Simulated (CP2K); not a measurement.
A user runs CP2K on Ta2CN (P4/mmm, 4 atoms in the cell) and asks whether the run is sound. The aim is a self-consistent single point with DFT PBEsol, GPW, DZVP-MOLOPT-SR-GTH basis, GTH-PBE potentials (GTH_POTENTIALS).

Cell that was meant: a = 3.1468 Å, b = 3.1468 Å, c = 4.4577 Å, α = 90.00°, β = 90.00°, γ = 90.00°.

Part of the input:

```
  &DFT
    BASIS_SET_FILE_NAME BASIS_MOLOPT
    POTENTIAL_FILE_NAME GTH_POTENTIALS
    CHARGE 2
    &QS
      METHOD GPW
      EPS_DEFAULT 1E-10
[...]
      SCF_GUESS ATOMIC
      EPS_SCF 1E-6
      MAX_SCF 100
      ADDED_MOS 6
      &DIAGONALIZATION
        ALGORITHM STANDARD
      &END DIAGONALIZATION
```

Output (repeated stretches shortened):

```
 GLOBAL| Method name                                                        CP2K
   [... lines left out ...]
                        No outer SCF

 Extrapolation method: initial_guess

 Number of electrons:                                                         33
 Number of occupied orbitals:                                                 17
 Number of molecular orbitals:                                                23

 Number of orbital functions:                                                 78
 Number of independent orbital functions:                                     78
 SCF WAVEFUNCTION OPTIMIZATION

  Step     Update method      Time    Convergence         Total energy    Change
     1 NoMix/Diag. 0.30E+00      -     1.65526450      -132.4413253935 -1.32E+02
     2 Broy./Diag. 0.30E+00      -     0.18555569      -130.9041329271  1.54E+00
     3 Broy./Diag. 0.30E+00      -     0.19105389      -132.1445460867 -1.24E+00
     4 Broy./Diag. 0.30E+00      -     0.02312038      -132.8885562428 -7.44E-01
     5 Broy./Diag. 0.30E+00      -     0.01983674      -133.0699702882 -1.81E-01
     6 Broy./Diag. 0.30E+00      -     0.00181843      -133.1439088558 -7.39E-02
   [... 5 lines left out ...]
    12 Broy./Diag. 0.30E+00      -     0.00001549      -133.1390277438 -2.28E-04
    13 Broy./Diag. 0.30E+00      -     0.00000158      -133.1391039579 -7.62E-05
    14 Broy./Diag. 0.30E+00      -     0.00000142      -133.1391208513 -1.69E-05
    15 Broy./Diag. 0.30E+00      -     0.00000016      -133.1391247574 -3.91E-06
  *** SCF run converged in    15 steps ***

  Overlap energy of the core charge distribution:               0.00000000639786
  Self energy of the core charge distribution:               -211.54569880209394
  Core Hamiltonian energy:                                     45.89379242100667
  Hartree energy:                                              49.36372990279171
  Exchange-correlation energy:                                -16.85084437954113
  Smearing free energy correction:                             -0.00010390598658
  Fermi energy:                                                 0.51393346833687

  Total energy:                                              -133.13912475743231
  Total energy (extrapolated to sigma->0):                   -133.13907280443902

   [... lines left out ...]
 STRESS|                        x                   y                   z
 STRESS|      x       -1.31287082004E+06   1.04650776342E-04   3.98793718026E-05
 STRESS|      y        1.04650776342E-04  -1.31287081886E+06   3.98863651857E-05
 STRESS|      z        3.98793718026E-05   3.98863651857E-05  -1.31058847684E+06
 STRESS| 1/3 Trace                                            -1.31211003858E+06
```

Is this run sound? If not, what is wrong?

The run is not sound. The fault is an unintended net charge. A charged periodic cell changes the electron count and is neutralised by a uniform background, so energy, forces and pressure belong to another system. To fix it, remove the charge. The run converged in 15 iterations without an error; against the sound input the pressure goes from -12.39 to -131.2 GPa.

The sound input it was made from differs as follows (other fixes are possible):
```diff
-    CHARGE 2
-      ADDED_MOS 6
+      ADDED_MOS 7
```

With that input, the run converged in 15 iterations: free energy E − TS -3593.4541 eV; Fermi level (on the code's own zero) 15.35 eV; pressure -12.39 GPa (DFT PBEsol, GPW, DZVP-MOLOPT-SR-GTH basis, GTH-PBE potentials (GTH_POTENTIALS)).

On the sound input: the starting cell comes from a database of computed structures (which also holds hypothetical and non-ambient phases and stackings), without a prior relaxation at this level. Spin polarisation is off; with an odd number of electrons in the cell that forces a metal, and a magnetic state may lie lower. Values carry the incompleteness of an atom-centred basis. The potentials were made for another functional than the one used. With a pressure of about -12 GPa the cell is away from its equilibrium volume at this level.
